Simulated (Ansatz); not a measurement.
# Rh2S3, element substitutions

Take Rh2S3 in the corundum structure (space group R-3c, No. 167; a cell from a computed database, its experimental status unchecked) as the base.

```yaml
crystal:
  lattice:
    - [2.96777, 1.71344, 5.20428]
    - [-2.96777, 1.71344, 5.20428]
    - [0.00000, -3.42689, 5.20428]
  atoms:
    - { symbol: Rh, position: [0.35065, 0.35065, 0.35065] }
    - { symbol: Rh, position: [0.64935, 0.64935, 0.64935] }
    - { symbol: Rh, position: [0.14935, 0.14935, 0.14935] }
    - { symbol: Rh, position: [0.85065, 0.85065, 0.85065] }
    - { symbol: S, position: [0.04930, 0.75000, 0.45070] }
    - { symbol: S, position: [0.95070, 0.25000, 0.54930] }
    - { symbol: S, position: [0.45070, 0.04930, 0.75000] }
    - { symbol: S, position: [0.54930, 0.95070, 0.25000] }
    - { symbol: S, position: [0.75000, 0.45070, 0.04930] }
    - { symbol: S, position: [0.25000, 0.54930, 0.95070] }
```

Each row replaces one element on all its sites; cell and atoms are relaxed.

The values are results of Ansatz (a first-principles code) PBEsol, scalar-relativistic without spin-orbit coupling, not measurements.

```
case     band gap  volume per atom
-------  --------  ---------------
base      0.44 eV         15.88 Å³
S → Cl       zero         17.70 Å³
Rh → Ir   1.11 eV         16.04 Å³
Rh → Ag      zero              [?]
```

Question: Some entries are withheld; estimate them.

Answer: 
- Rh → Ag, volume per atom: 19.29 Å³

With Ir present, leaving out spin-orbit coupling can change the band edges. Whether these cells are dynamically stable was not tested. As relaxed here, Rh2Cl3 and Ag2S3 are hypothetical phases, not in the database extracts checked. For Ir2S3 in this form, whether it has been made was not checked. No Hubbard U is applied, and correlation can decide whether such a compound is a metal. The final runs are not spin-polarised. Rh2Cl3 has a high density of states at the Fermi level and may be magnetic at this level. A zero or small gap of Ag2S3 can be the functional's error rather than a property of the material.
